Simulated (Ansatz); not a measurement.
An Ansatz (a quantum-chemistry and plane-wave program) input (PBEsol (Ansatz; PAW; 420 eV plane waves; scalar-relativistic without spin-orbit coupling)):

Ansatz 0.2 input:
```yaml
crystal:
  lattice:
    - [0, 6.0910235937, 6.0910235937]
    - [6.0910235937, 0, 6.0910235937]
    - [6.0910235937, 6.0910235937, 0]
  atoms:
    - { symbol: Cs, position: [0.25, 0.25, 0.25] }
    - { symbol: Cs, position: [0.75, 0.75, 0.75] }
    - { symbol: Sn, position: [0, 0, 0] }
    - { symbol: I, position: [0.7515189288, 0.2484810712, 0.2484810712] }
    - { symbol: I, position: [0.2484810712, 0.7515189288, 0.7515189288] }
    - { symbol: I, position: [0.2484810712, 0.7515189288, 0.2484810712] }
    - { symbol: I, position: [0.7515189288, 0.2484810712, 0.7515189288] }
    - { symbol: I, position: [0.2484810712, 0.2484810712, 0.7515189288] }
    - { symbol: I, position: [0.7515189288, 0.7515189288, 0.2484810712] }
basis: { ecutwfc: 420, ecutrho_ratio: 4, xc_grid: 2, fft_grid_basis: typed }
kpoints: { mp_grid: { grid: [7, 7, 7] } }
hamiltonian:
  xc: pbesol
  dispersion: none
  pseudopotentials: { kind: paw }
scf: { occupations: { method: fermi_dirac, width: 0.05 }, convergence: { dr2_threshold: 0.0000000009 } }
relax: { f_tol: 0.005, max_steps: 50 }
output: { forces: true, stress: true }
checkpoint: { write: state.ck, write_every: 1000 }
```

Task: Which symmetry and how many k-points will the program report, and about how many plane waves at Γ?

Result: Space group Fm-3m (ITA 225) with 48 operations, k-points 20 of 343, and 8801 plane waves at Γ.

Task: And the final pressure?

Result: -0.92 GPa (compression positive).

The cells carry an imposed strain or load. Whether these cells are dynamically stable was not tested. The cell was made from Cs2SnI6 (space group Fm-3m, No. 225) by this change: isotropic strain +5.47 %.
